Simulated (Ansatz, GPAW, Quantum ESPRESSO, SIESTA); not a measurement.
# CdIn (P-6m2, 2 atoms in the cell) computed with different codes at matched settings

Self-consistent single point.

```
CELL_PARAMETERS angstrom
      3.21861     0.00000     0.00000
     -1.60931     2.78740     0.00000
      0.00000     0.00000     5.91615
ATOMIC_POSITIONS crystal
  Cd 0.00000 0.00000 0.50000
  In 0.66667 0.33333 0.00000
```

Shared settings, as Ansatz (a program for electronic structure) writes them: kpoints.mp_grid.grid = 3 3 2; scf.occupations.method = fermi_dirac; scf.occupations.width = 0.0073 Ry. Potentials and cutoffs stand in the table.

```tsv
code	model	pressure (GPa)	cutoff
GPAW	PBEsol, GPAW PAW datasets PBEsol (made by gpaw-setup)	-4.54	550 eV
SIESTA	GGA PBEsol, numerical atomic orbitals DZP, PseudoDojo PBEsol standard norm-conserving potentials (rewritten from UPF to PSML)	-6.31	grid 350 Ry
Quantum ESPRESSO	PBEsol, GBRV 1.5 ultrasoft (PBESOL) pseudopotentials	-4.73	40 Ry
Ansatz	PBEsol, PAW files made with PBE	-4.04	30.9 Ry
```

The spread over the programs that give each value: pressure within 2.27 GPa.

SIESTA uses small atom-centred bases, whose incompleteness enters pressures, forces and empty levels differently from a plane-wave cutoff. Ansatz's pressure is given at a fixed set of plane waves, as the other plane-wave codes print theirs. In the pressure, SIESTA (by 1.77) lies more than 1 GPa from the median of the plane-wave programs.

On the base mesh (8 8 4) the same programs gave: Ansatz pressure -3.76 GPa; Quantum ESPRESSO pressure -4.43 GPa; GPAW pressure -4.24 GPa; SIESTA pressure -5.98 GPa.

The starting cell comes from a database of computed structures (which also holds hypothetical and non-ambient phases and stackings), without a prior relaxation at this level. Its lattice was rescaled by a random factor within 2.5 % of one.

Left out of this page: CP2K (on another mesh); FLEUR (not drawn, or without a comparable value).

Keys are those of Ansatz 0.2.
